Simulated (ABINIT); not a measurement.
Worked example: self-consistent single point of SrCl₂ (Fm-3m, 3 atoms in the cell) in ABINIT.

Method: LDA (PW92), spin-orbit coupling, PAW (JTH v2.0 LDA PAW) (plane waves; ABINIT).

```
CELL_PARAMETERS angstrom
      0.00000     3.49974     3.49974
      3.49974     0.00000     3.49974
      3.49974     3.49974     0.00000
ATOMIC_POSITIONS crystal
  Sr 0.00000 0.00000 0.00000
  Cl 0.75000 0.75000 0.75000
  Cl 0.25000 0.25000 0.25000
```

Reference input (self-consistent single point, DFT, LDA (PW92), plane waves, PAW (JTH v2.0 LDA PAW)): pseudos = [Sr.LDA_PW-JTH.xml, Cl.LDA_PW-JTH.xml]; ecut = 26 Ha; pawecutdg = 52 Ha; pawxcdev = 0; occopt = 3; tsmear = 0.01 eV; ngkpt = 8 8 8; nshiftk = 1; shiftk = 0 0 0; potentials = JTH v2.0 LDA PAW; nband = 17; kptopt = 1. This run's input differs from it in these lines:

```diff
@@ -19,6 +19,8 @@
 pawxcdev 0
+nspinor 2
+nspden 1
 occopt 3
 tsmear 0.01 eV
-nband 17
-kptopt 1
+nband 38
+kptopt 4
 ngkpt 8 8 8
```

Output (repeated stretches shortened):

```
--- !BeginCycle
solver: {iscf: 17, nstep: 60, nline: 4, wfoptalg: 10, }
tolerances: {tolvrs: 1.00E-11, }
...

     iter   Etot(hartree)      deltaE(h)  residm     nres2
 ETOT  1  -61.757499074898    -6.176E+01 4.176E-02 4.921E+00
 ETOT  2  -61.783744901247    -2.625E-02 3.242E-02 8.274E-01
 ETOT  3  -61.782214982985     1.530E-03 4.375E-03 2.546E-01
 ETOT  4  -61.781785914253     4.291E-04 6.021E-03 8.071E-03
 ETOT  5  -61.781835581526    -4.967E-05 6.032E-03 8.162E-04
   [... 5 lines left out ...]
 ETOT 11  -61.781841107045     2.449E-10 1.628E-04 9.878E-10
 ETOT 12  -61.781841107053    -8.143E-12 3.727E-04 1.132E-09
 ETOT 13  -61.781841107048     5.016E-12 5.867E-05 1.162E-11
 ETOT 14  -61.781841107048    -7.105E-15 1.280E-04 8.264E-12
 At SCF step   14       nres2   =  8.26E-12 < tolvrs=  1.00E-11 =>converged.

 Cartesian components of stress tensor (hartree/bohr^3)
  sigma(1 1)=  1.08888029E-04  sigma(3 2)=  0.00000000E+00
  sigma(2 2)=  1.08888029E-04  sigma(3 1)=  0.00000000E+00
  sigma(3 3)=  1.08888029E-04  sigma(2 1)=  0.00000000E+00

 ----iterations are completed or convergence reached----

 reduced coordinates (array xred) for    3 atoms
       0.000000000000      0.000000000000      0.000000000000
       0.750000000000      0.750000000000      0.750000000000
       0.250000000000      0.250000000000      0.250000000000
 cartesian forces (eV/Angstrom) at end:
    1      0.00000000000000    -0.00000000000000    -0.00000000000000
    2      0.00000000000000    -0.00000000000000     0.00000000000000
   [... lines left out ...]
 Fermi (or HOMO) energy (eV) =   3.70801   Average Vxc (eV)=  -8.92884
   [... lines left out ...]
'-kT*entropy'       :  3.76317877059825E-16
total_energy        : -6.17818408644080E+01
total_energy_eV     : -1.68116938733884E+03
...

-Cartesian components of stress tensor (GPa)         [Pressure= -3.2036E+00 GPa]
- sigma(1 1)=  3.20359588E+00  sigma(3 2)=  0.00000000E+00
- sigma(2 2)=  3.20359588E+00  sigma(3 1)=  0.00000000E+00
- sigma(3 3)=  3.20359588E+00  sigma(2 1)=  0.00000000E+00

 Calculation completed.
```

The run converged in 14 iterations. Against the reference run the pressure stays at -3.20 GPa and the gap on the mesh hardly changes (4.842 to 4.840 eV).

The starting cell comes from a database of computed structures (which also holds hypothetical and non-ambient phases and stackings), without a prior relaxation at this level. With a pressure of about -3 GPa the cell is away from its equilibrium volume at this level.

Cost on one core of a shared machine: roughly 5 min.
